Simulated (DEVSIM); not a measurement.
Structure: Au/SiO2/p-Si capacitor, at 400 K.

| layer (left to right) | material | thickness (nm) | Na (cm⁻³) |
|---|---|---|---|
| 1 | SiO2 | 29.0 | - |
| 2 | Si | 2500 | 5.3e16 |

Metal gate on the left, work function 5.1 eV. Fixed charge at the semiconductor interface 0 cm⁻² (in units of +e); no interface traps.

The device is made up for the run: typed textbook-type constants, with dimensions and the other settings drawn at random. Values at 300 K; Nc and Nv go as T^1.5, mobilities as T to minus their exponent, the gap by Varshni's rule with the affinity fixed.

```csv
parameter,SiO2,Si
gap (eV),9,1.124
affinity (eV),0.9,4.05
permittivity,3.9,11.7
Nc (cm⁻³),-,2.86e19
Nv (cm⁻³),-,3.1e19
Varshni α (eV/K),-,0.000473
Varshni β (K),-,636
```

Simulated with DEVSIM: 1D Poisson equation in equilibrium, Boltzmann statistics, complete ionisation; no quantum confinement or tunnelling. Metal contacts follow the ideal Schottky-Mott rule: no Fermi-level pinning, no interface dipoles.

Give the band bending (positive: bands bend down) and minority sheet density.


```json
[
 {"Vg (V)": "-3.6", "ψs (V)": "-0.197", "minority carriers (cm⁻²)": "< 1e8"},
 {"Vg (V)": "-3", "ψs (V)": "-0.185", "minority carriers (cm⁻²)": "< 1e8"},
 {"Vg (V)": "-2.4", "ψs (V)": "-0.170", "minority carriers (cm⁻²)": "< 1e8"},
 {"Vg (V)": "-1.8", "ψs (V)": "-0.152", "minority carriers (cm⁻²)": "< 1e8"},
 {"Vg (V)": "-1.2", "ψs (V)": "-0.128", "minority carriers (cm⁻²)": "< 1e8"},
 {"Vg (V)": "-0.6", "ψs (V)": "-0.093", "minority carriers (cm⁻²)": "< 1e8"},
 {"Vg (V)": "0", "ψs (V)": "-0.031", "minority carriers (cm⁻²)": "< 1e8"},
 {"Vg (V)": "0.6", "ψs (V)": "0.108", "minority carriers (cm⁻²)": "< 1e8"},
 {"Vg (V)": "1.2", "ψs (V)": "0.368", "minority carriers (cm⁻²)": "< 1e8"},
 {"Vg (V)": "1.8", "ψs (V)": "0.664", "minority carriers (cm⁻²)": "4.9e10"},
 {"Vg (V)": "2.4", "ψs (V)": "0.747", "minority carriers (cm⁻²)": "4.0e11"},
 {"Vg (V)": "3", "ψs (V)": "0.779", "minority carriers (cm⁻²)": "8.1e11"},
 {"Vg (V)": "3.6", "ψs (V)": "0.799", "minority carriers (cm⁻²)": "1.2e12"},
 {"Vg (V)": "4.2", "ψs (V)": "0.815", "minority carriers (cm⁻²)": "1.7e12"},
 {"Vg (V)": "4.8", "ψs (V)": "0.827", "minority carriers (cm⁻²)": "2.1e12"},
 {"Vg (V)": "5.4", "ψs (V)": "0.838", "minority carriers (cm⁻²)": "2.5e12"},
 {"Vg (V)": "6", "ψs (V)": "0.847", "minority carriers (cm⁻²)": "3.0e12"}
]
```
